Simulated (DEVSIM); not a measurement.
System: Si p+/n-/n+ power diode, at 300 K.

Layer 1 from the left is Si, thickness (μm) 1.40, Na (cm⁻³) 2.7e18, τn (s) 3.3e-7, τp (s) 3.3e-7. Layer 2 from the left is Si, thickness (μm) 20.0, Nd (cm⁻³) 5.1e14, τn (s) 3.3e-7, τp (s) 3.3e-7. Layer 3 from the left is Si, thickness (μm) 6.00, Nd (cm⁻³) 2.8e18, τn (s) 3.3e-7, τp (s) 3.3e-7.

Left contact: ohmic. Right contact: ohmic. Voltage is applied to the left contact. Recombination: SRH at mid-gap, radiative. Mobility is μmin + (μ − μmin)/(1 + (N/Nref)^α).

The device is made up for the run: typed textbook-type constants, with dimensions and the other settings drawn at random. Values at 300 K.

Si: gap (eV) 1.124, affinity (eV) 4.05, permittivity 11.7, Nc (cm⁻³) 2.86e19, Nv (cm⁻³) 3.1e19, μn (cm²/Vs) 1417, μp (cm²/Vs) 470, μn,min 52, μp,min 45, Nref,n 9.7e16, Nref,p 2.2e17, αn 0.68, αp 0.72, B (cm³/s) 4.7e-15.

Model (solved in DEVSIM): 1D drift-diffusion, Boltzmann statistics, complete ionisation; no tunnelling, impact ionisation, image-force lowering or self-heating.

### Question
What does the simulation give for the dark forward voltage at 1 A/cm², the dark forward voltage at 100 A/cm², the potential step across the device at zero bias?

### Answer
dark forward voltage at 1 A/cm² 0.635 V; dark forward voltage at 100 A/cm² 0.849 V; potential step across the device at zero bias 1.001 V.
